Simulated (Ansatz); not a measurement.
This concerns the formation energy of Sn_W in W (bcc, Im-3m). Reaction: Sn (white tin) + 63 W (bcc) → cell A.

Cell A: a supercell of 64 sites of W (bcc, Im-3m) with Sn on a W site (8 W at 2.82 Å); spin state with PBE: run without spin, k-point mesh 4×4×4.
```xyz
64
Lattice="11.0291 0.0000 0.0000 -3.6764 10.3984 0.0000 -3.6764 -5.1992 9.0052" Properties=species:S:1:pos:R:3 pbc="T T T"
W      0.0000     0.0000     0.0000
W     -0.9234    -1.3058     2.2506
W      9.1909    -2.5996     4.5026
W      8.2761    -3.8933     6.7546
W     -0.9234     2.6020    -0.0056
W     -1.8474     1.2965     2.2457
W      8.2670    -0.0056     4.5026
W      7.3528    -1.2998     6.7539
W     -1.8382     5.1992     0.0000
W     -2.7621     3.9022     2.2464
W      7.3528     2.5996     4.5026
W      6.4385     1.2970     6.7588
W      8.2761     7.7964     0.0056
W      7.3528     6.4990     2.2513
W      6.4385     5.2048     4.5026
W      5.5238     3.9026     6.7596
W      2.7610    -0.0032    -0.0056
W      1.8382    -1.3096     2.2457
W      0.9154    -2.6060     4.5026
W      0.0000    -3.8994     6.7539
W      1.8382     2.5996    -0.0113
W      0.8990     1.2714     2.2021
W      0.0058     0.0082     4.5026
W     -0.9234    -1.3058     6.7546
W      0.9154     5.2024    -0.0056
W      0.0058     3.8953     2.2584
W     -0.9794     2.5996     4.5026
W     -1.8474     1.2965     6.7596
W      0.0000     7.7988     0.0000
W     -0.9234     6.5026     2.2464
W     -1.8474     5.2057     4.5026
W     -2.7621     3.9022     6.7588
W      5.5146     0.0000     0.0000
W      4.5997    -1.3034     2.2464
W      3.6764    -2.5996     4.5026
W      2.7530    -3.8958     6.7588
W      4.5997     2.5972    -0.0056
W      3.6706     1.3039     2.2584
W      2.7774    -0.0568     4.5026
W      1.8382    -1.3096     6.7596
W      3.6764     5.1992     0.0000
W      2.7774     3.9278     2.2021
Sn     1.8382     2.5996     4.5026
W      0.8990     1.2714     6.8031
W      2.7530     7.8012     0.0056
W      1.8382     6.5087     2.2457
W      0.8990     5.2560     4.5026
W      0.0058     3.8953     6.7468
W      8.2681     0.0032     0.0056
W      7.3528    -1.2998     2.2513
W      6.4374    -2.5931     4.5026
W      5.5146    -3.8896     6.7596
W      7.3528     2.5996     0.0000
W      6.4385     1.2970     2.2464
W      5.5238    -0.0065     4.5026
W      4.5997    -1.3034     6.7588
W      6.4374     5.1960     0.0056
W      5.5238     3.9026     2.2457
W      4.6557     2.5996     4.5026
W      3.6706     1.3039     6.7468
W      5.5146     7.7988     0.0113
W      4.5997     6.5050     2.2506
W      3.6706     5.1910     4.5026
W      2.7774     3.9278     6.8031
```

Reference: Sn (white tin, I4₁/amd), 2 atoms in the cell, k-point mesh 22×22×22 on the run's own vectors. Conventional cell: a = b = 5.9457 Å, c = 3.2168 Å, α = β = γ = 90.00°.

Reference: W (bcc, Im-3m), 64 atoms in the cell, the relaxed perfect crystal repeated, atoms not moved again; spin state with PBE: run without spin, k-point mesh 4×4×4 on the run's own vectors.

All numbers come from Ansatz (a first-principles code), plane waves with PAW, its PAW set soft_1, cutoff 420 eV, 500 eV for r2SCAN. The structures are at rest with PBE, within the held lattices; other levels are single points on them. Neutral cells; Fermi-Dirac smearing of at most 0.10 eV in the solids, energies taken to zero width. The lattices are those relaxed with PBE, so at other levels the solids can be strained, which adds to the spread. Larger cells are relaxed from a start prepared with the learned potential CHGNet, on a coarser mesh till forces fall under 0.03 eV/Å, which some starts already meet. A dispersion term (D3(BJ), or D4 for r2SCAN) was computed beside these levels and is taken off wherever the name lacks it. Space groups of crystals are read within 0.01 Å. Nuclei at rest; no vibrational terms. No structure search was made; lower ones may exist. The runs are scalar-relativistic, without spin-orbit coupling. Values are for these cell sizes. Mesh and cell size may move defect energies by 0.1 eV or more. Cell A has symmetry Im-3m within 0.02 Å and got no random move, so less symmetric positions, which may lie lower, weren't tried.

Q: Give the value at the level PBE.

A: 1.74 eV, for Sn (white tin) + 63 W (bcc) → cell A.

Q: How does the value move with the functional?

A: 
```json
[
 {"Functional": "r2SCAN", "value (eV)": "1.53", "less PBE": "-0.21"}
]
```

The levels shown span 0.21 eV, from r2SCAN (1.53) to PBE (1.74).
